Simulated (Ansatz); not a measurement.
Consider BaO in the zinc blende structure (space group F-43m, No. 216; a = 5.8614 Å; a hypothetical phase, not in the database extracts checked). Axes: x, y, z lie along the cube axes.

Calculations: Ansatz (an electronic-structure program), PBEsol, PAW, cutoff 420 eV, scalar-relativistic without spin-orbit coupling.

Strains are applied to the cell and any free atomic positions relax; under biaxial strain the out-of-plane vector relaxes too.

One change was made to it. Results:

The band gap falls by 0.025 eV to 2.24 eV; the smallest direct gap drops by 0.04 eV to 3.52 eV.

Problem. Which of these changes matches the shifts?
A. uniaxial strain ε_yy = −2.27 %
B. biaxial strain −2.57 %, plane normal [001], relaxed out of plane
C. strain tensor (xx, yy, zz, yz, xz, xy) = (−0.50, +0.00, +0.37, −0.18, −1.95, +0.54) %
D. strain tensor (xx, yy, zz, yz, xz, xy) = (−0.19, +1.07, −1.73, +0.65, +0.30, −0.48) %

Solution. C, strain tensor (xx, yy, zz, yz, xz, xy) = (−0.50, +0.00, +0.37, −0.18, −1.95, +0.54) %. For comparison, the smallest direct gap in the other runs: biaxial strain −2.57 %, plane normal [001], relaxed out of plane gives 3.60 eV; uniaxial strain ε_yy = −2.27 % gives 3.66 eV; strain tensor (xx, yy, zz, yz, xz, xy) = (−0.19, +1.07, −1.73, +0.65, +0.30, −0.48) % gives 3.58 eV.

Gaps are read on the SCF mesh and a high-symmetry path. Whether these cells are dynamically stable was not tested.
